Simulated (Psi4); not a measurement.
Psi4 1.11, WB97X/def2-svp: Ta(O)(Cl)(NH2)2 ([NH2][Ta]([NH2])(=[O])[Cl]), 9 atoms. The geometry is a generated start, not checked to be a minimum at this level.

task: energy
method: wb97x
basis: def2-svp
memory: 3 GB
maxiter: 100
keys of the molecule block: symmetry c1
scf_type: df (default)
e_convergence: 1e-06 (default)
d_convergence: 1e-06 (default)
dft_radial_points: 75 (default)
dft_spherical_points: 302 (default)
effective core potentials: those of the basis set, past Kr
basis functions: 112
grid points: 194758

```xyz
9

Ta     0.6229    -0.0603     0.1174
O      1.7307     0.7689    -0.8920
Cl     1.7191    -1.2130     1.6733
N     -0.3887    -1.2564    -1.0946
H     -0.2862    -1.2797    -2.1042
H     -1.1423    -1.8979    -0.8591
N     -0.5046     1.3553     0.9227
H     -0.4411     2.3444     0.7049
H     -1.3099     1.2387     1.5316
```

Charge 0 and multiplicity 1 are set for this test and not shown to be the ground state.

With the defaults (damping_percentage = 0, diis = true, scf_initial_accelerator = adiis, diis_start = 1, diis_max_vecs = 10, guess = auto, which took SAD, level_shift = 0, level_shift_cutoff = 0.01) it converges in 11 SCF iterations. One run each on 2 threads, with these changes:
- guess = huckel
- diis_start = 4
- damping_percentage = 60
- damping_percentage = 60, diis = false, scf_initial_accelerator = none
- guess = core
- guess = sadno
- level_shift = 0.5, level_shift_cutoff = 0.001
- scf_initial_accelerator = none
- diis_max_vecs = 6

Question: Name the settings that don't reach the solution of the defaults.

Answer: No convergence: damping_percentage = 60; damping_percentage = 60, diis = false, scf_initial_accelerator = none (the run ends without SCF convergence in 100 iterations). The rest reach the solution of the defaults.

```csv
setting,SCF iterations,end
"level_shift = 0.5, level_shift_cutoff = 0.001",10,same solution
the defaults,11,same solution
diis_max_vecs = 6,11,same solution
scf_initial_accelerator = none,11,same solution
guess = huckel,12,same solution
guess = sadno,12,same solution
guess = core,13,same solution
diis_start = 4,16,same solution
damping_percentage = 60,100,no convergence
"damping_percentage = 60, diis = false, scf_initial_accelerator = none",100,no convergence
```
